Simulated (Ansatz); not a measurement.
The parent structure is TiC in the rock salt structure (space group Fm-3m, No. 225; a = 4.261 Å; relaxed with 0.1 eV smearing).

Level of theory: LDA, PAW, 420 eV (Ansatz, a quantum-chemistry and plane-wave program; no spin-orbit coupling).

Strains are applied to the cell and any free atomic positions relax.

One change was made to it. Results:

```csv
quantity,base,after
energy relative to the base (free energy F),0 meV/atom,+16 meV/atom
pressure,0.0 GPa,-11.5 GPa
band gap,zero,zero
```

Problem. Which change produced these results?
A. isotropic strain +1.50 %
B. isotropic strain +2.50 %
C. isotropic strain −1.50 %
D. isotropic strain +2.00 %

Solution. A, isotropic strain +1.50 %. For comparison, the energy relative to the base in the other runs: isotropic strain −1.50 % gives +18 meV/atom; isotropic strain +2.50 % gives +44 meV/atom; isotropic strain +2.00 % gives +29 meV/atom.

Stability against distortions was not tested. The final runs are not spin-polarised.
